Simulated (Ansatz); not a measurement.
Zr₂Ni (I4/mcm, No. 140) was calculated with LDA in Ansatz (PAW).

Numerical settings: plane-wave cutoff 500 eV, 14×14×14 k mesh, Fermi–Dirac smearing 0.1 eV, no spin polarisation, scalar-relativistic PAW data made under PBE.

Computed at the level's own relaxed cell.

Give the computed equilibrium volume per atom, equilibrium lattice constant a and c axis length.


* **equilibrium volume per atom**: 17.18 Å³/atom
* **equilibrium lattice constant a**: 6.370 Å
* **c axis length**: 5.080 Å

The run finds no gap.

Note: the volume lies 7 % below that of the published cell.

The computed numbers hold no vibrational or temperature effects.

The result took very roughly 4 core-minutes.

Ansatz is a quantum-chemistry and plane-wave program.
